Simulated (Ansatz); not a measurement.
Consider Ta-vacancy pair (Ta on one host Cu site, one Cu site vacant) in fcc Cu, neutral cell. Calculation: PBE, PAW (plane waves to 420 eV; Ansatz, a first-principles code).

Cell of 32 host sites held at the relaxed PBE lattice; a 3×3×3 k-point mesh shifted by half a step; Fermi-Dirac width 0.10 eV, spin-restricted; finite-size errors left in. No zero-point or tunnelling terms. Spin-orbit coupling is left out. Forms of the defect that were not tried may lie lower. The start lies 0.11 eV above the lowest site run (PBE).

Barriers: single points on a 5×5×5 k-point mesh shifted by half a step at the bands' geometries.

The step: a nearby Cu atom hops onto the vacant site (Ta-vacancy distance between ideal sites 2.57 → 5.13 Å). Atoms about the jump, Cartesian Å from the middle of the jump, before and after:

```
atom     x0     y0     z0     x1     y1     z1
----  -----  -----  -----  -----  -----  -----
Cu1    0.00   0.86   0.86   0.00  -0.86  -0.86
Cu2    1.79   0.86  -0.92   1.81   0.89  -0.89
Cu3   -1.79   0.86  -0.92  -1.81   0.89  -0.89
Cu4    1.80  -0.92   0.86   1.82  -0.89   0.89
Cu5   -1.79  -0.92   0.86  -1.82  -0.89   0.89
Cu6    0.00   0.82  -2.70   0.00   0.89  -2.74
Cu7    0.00  -2.70   0.81   0.00  -2.74   0.89
Cu8    0.00  -0.90   2.68   0.00  -0.86   2.65
Cu9    0.00   2.68  -0.90   0.00   2.65  -0.86
Cu10  -1.81   2.69   0.89  -1.81   2.68   0.89
Cu11   1.81   2.69   0.89   1.81   2.68   0.89
Cu12   1.81   0.89   2.69   1.81   0.89   2.68
Cu13  -1.81   0.89   2.69  -1.81   0.89   2.67
Cu14  -1.89  -2.74  -0.89  -1.84  -2.74  -0.89
Cu15   1.89  -0.89  -2.74   1.84  -0.88  -2.74
Cu16  -1.89  -0.89  -2.74  -1.84  -0.89  -2.74
Cu17   1.89  -2.74  -0.89   1.84  -2.74  -0.89
Ta18   0.00  -2.62  -2.62   0.00  -2.74  -2.74
Cu19   0.00   2.72   2.72   0.00   2.65   2.65
Cu20   3.63  -0.90  -0.91   3.63  -0.91  -0.91
Cu21  -3.63   0.89   0.88  -3.63   0.89   0.89
```

Question: Predict the transition state.

Answer: 
| atom | x | y | z |
|---|---|---|---|
| Cu1 | 0.00 | -0.01 | -0.02 |
| Cu2 | 1.95 | 0.92 | -0.96 |
| Cu3 | -1.96 | 0.92 | -0.96 |
| Cu4 | 1.95 | -0.95 | 0.92 |
| Cu5 | -1.96 | -0.95 | 0.92 |
| Cu6 | 0.00 | 0.79 | -2.65 |
| Cu7 | 0.00 | -2.65 | 0.79 |
| Cu8 | 0.00 | -0.87 | 2.61 |
| Cu9 | 0.00 | 2.62 | -0.88 |
| Cu10 | -1.77 | 2.67 | 0.89 |
| Cu11 | 1.77 | 2.67 | 0.89 |
| Cu12 | 1.77 | 0.89 | 2.67 |
| Cu13 | -1.77 | 0.89 | 2.67 |
| Cu14 | -1.87 | -2.74 | -0.88 |
| Cu15 | 1.87 | -0.88 | -2.74 |
| Cu16 | -1.88 | -0.88 | -2.74 |
| Cu17 | 1.87 | -2.74 | -0.88 |
| Ta18 | 0.00 | -2.62 | -2.62 |
| Cu19 | 0.00 | 2.71 | 2.71 |
| Cu20 | 3.63 | -0.94 | -0.94 |
| Cu21 | -3.63 | 0.92 | 0.92 |
It lies 0.71 eV above the start and 0.78 eV above the end. The saddle point's order was not checked, and it lies on a symmetry element of the cell, where a band can be held.
